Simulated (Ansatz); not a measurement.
**Do energy and pressure agree? Two volumes of NiO (R3m, 4 atoms in the cell)**

```
NiO
1.0
    4.15910     2.07955     2.07955
    2.07955     4.15910     2.07955
    2.07955     2.07955     4.15910
Ni O
2 2
Direct
  0.00347   0.00347   0.00347
  0.50000   0.50000   0.50000
  0.25000   0.25000   0.25000
  0.75000   0.75000   0.75000
```
Moments meant for the start (each program seeds them in its own way; μB, in the order of the atoms Ni Ni O O): 2.0 -2.0 0.0 0.0.

Method: PBEsol, PAW files made with PBE (plane waves; Ansatz, a first-principles code).

Settings: basis.ecutwfc = 1010 eV; kpoints.mp_grid.grid = 8 8 8; hamiltonian.xc = pbesol; hamiltonian.pseudopotentials = {kind: paw} (the program's default PAW files); magnetization.spin_polarized = true; scf.occupations.method = fermi_dirac; scf.occupations.width = 0.01 eV. This cutoff ends a ladder whose last two steps agree within 1 meV/atom.

The second cell is the first with its lattice scaled by 0.98, at the same fractional positions.

The starting cell has typed, rounded lattice constants, without a prior relaxation at this level. Its lattice was rescaled by up to half a per cent. One atom was moved a little off its site on purpose. The magnetic order is the one reached from the typed start; others were not searched systematically. Ansatz's pressure includes its estimate of the finite-basis (Pulay) stress.

| cell | volume (Å³/atom) | pressure (GPa) | F less the first cell's (meV/atom) |
|---|---|---|---|
| first | 8.9931 | -5.67 | 0.00 |
| second | 8.4642 | 8.06 | ? |

Question: Estimate the energy of the second cell from the pressures, and the bulk modulus between the two volumes.

Answer: With P = −dF/dV, the trapezoid gives ΔF ≈ −(P₁ + P₂)/2 · ΔV = −(1.195 GPa) · (-0.5289 Å³) = 3.94 meV/atom (1 eV/Å³ = 160.22 GPa). The modulus at fixed fractional positions is B = −ΔP/Δln V = 227 GPa, a mean over the interval. P(V) is curved, so the trapezoid lies high by about |ΔV|³·B·(1 + B′)/(12·V̄²) = 1.14 meV/atom for an assumed B′ = 4, which leaves 2.80 meV/atom. The runs gave 2.68 meV/atom, a miss of 0.12 meV/atom. Cases were kept where this miss is small, so the page shows the method and is no test of it.

Left out of this page: 15 runs of the series outside the window shown, repeating another row's setting, or not comparable.

Keys are those of Ansatz 0.2.
